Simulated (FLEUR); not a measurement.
Input and output of a self-consistent single point for GaAs (F-43m, 2 atoms in the cell) (FLEUR).

Level of theory: PBE, all-electron FLAPW (FLEUR), scalar-relativistic valence with spin-orbit coupling in second variation (FLEUR).

```
CELL_PARAMETERS angstrom
      0.00000     2.93460     2.93460
      2.93460     0.00000     2.93460
      2.93460     2.93460     0.00000
ATOMIC_POSITIONS crystal
  Ga 0.00000 0.00000 0.00000
  As 0.25000 0.25000 0.25000
```

Reference input (self-consistent single point, DFT, PBE, all-electron FLAPW (FLEUR), scalar-relativistic valence): Kmax = 3.5 1/bohr; GmaxXC = 14 1/bohr; xcFunctional = pbe; jspins = 1; l_soc = F; mode = gauss; fermiSmearingEnergy = 0.00734986 Htr; mesh (inpgen div1-3) = 7 7 7; inpgen gamma flag = false; Gmax = 14 1/bohr; numbands = 0; maxIterBroyd = 25. This run's input differs from it in these lines:

```diff
@@ -15,2 +15,3 @@
 &kpt div1=7 div2=7 div3=7 /
+&soc 0.0 0.0 /
 &end /
@@ -28,5 +29,5 @@
       <magnetism jspins="1"/>
-      <soc l_soc="F" theta="0.0" phi="0.0" spav="F"/>
+      <soc l_soc="T" theta="0.0" phi="0.0" spav="F"/>
       <expertModes spex="0" secvar="F"/>
-      <geometryOptimization l_f="T" forcealpha="1.0" forcemix="BFGS" epsdisp="0.00001" epsforce="0.00001"/>
+      <geometryOptimization l_f="F" forcealpha="1.0" forcemix="BFGS" epsdisp="0.00001" epsforce="0.00001"/>
       <ldaU l_linMix="F" mixParam="0.05" spinf="1.0"/>
```

Log, with long lists cut:

```
 Iteration:     1   Distance:       5.56332339 me/bohr^3
 Iteration:     2   Distance:       5.17665592 me/bohr^3
 Iteration:     3   Distance:       2.98939274 me/bohr^3
 Iteration:     4   Distance:       0.90005875 me/bohr^3
 Iteration:     5   Distance:       0.76493715 me/bohr^3
   [... 71 lines left out ...]
 Iteration:    77   Distance:       0.00017379 me/bohr^3
 Iteration:    78   Distance:       0.00006588 me/bohr^3
 Iteration:    79   Distance:       0.00007186 me/bohr^3
 Iteration:    80   Distance:       0.00013324 me/bohr^3
 Run finished successfully
 Stop message:
   all done

[file out, last iteration]
             iter=     80
[...]
          total density-effective poten   -6.7178124166E+03
          total charge density-energy d   -1.5955530149E+02
 Updated energy parameters for spin:           1
[...]
 fermi energy and band-weighting factors:
   [... 8 lines left out ...]

[...]
FERMIE:
   [... lines left out ...]
          first approx. to ef    (T=0)  :   0.162510 htr   (energy of the highest occ. eigenvalue)
   [... lines left out ...]
          number of valence electrons=  56.00000
     band-weighting factor for spin=    1
     k-point=    1
     k-point=    2
     k-point=    3
     k-point=    4
     k-point=    5
     k-point=    6
     k-point=    7
     k-point=    8
     k-point=    9
     k-point=   10
     k-point=   11
     k-point=   12
     k-point=   13
     k-point=   14
     k-point=   15
     k-point=   16
     k-point=   17
     k-point=   18
     k-point=   19
     k-point=   20
     k-point=   21
     k-point=   22
     k-point=   23
     k-point=   24
     k-point=   25
     k-point=   26
     k-point=   27
     k-point=   28
     k-point=   29
     k-point=   30
     k-point=   31
     k-point=   32
     k-point=   33
     k-point=   34
     k-point=   35
     k-point=   36
     k-point=   37
     k-point=   38
     k-point=   39
     k-point=   40
     k-point=   41
     k-point=   42
```

The run ended unconverged after 80 iterations. 

The starting cell comes from a database of computed structures (which also holds hypothetical and non-ambient phases and stackings), without a prior relaxation at this level. Its lattice was rescaled by a random factor within 2.5 % of one. Values depend on the basis (sphere radii, cutoffs, local orbitals), which need not be converged.

Cost on one core of a shared machine: roughly 6 min.
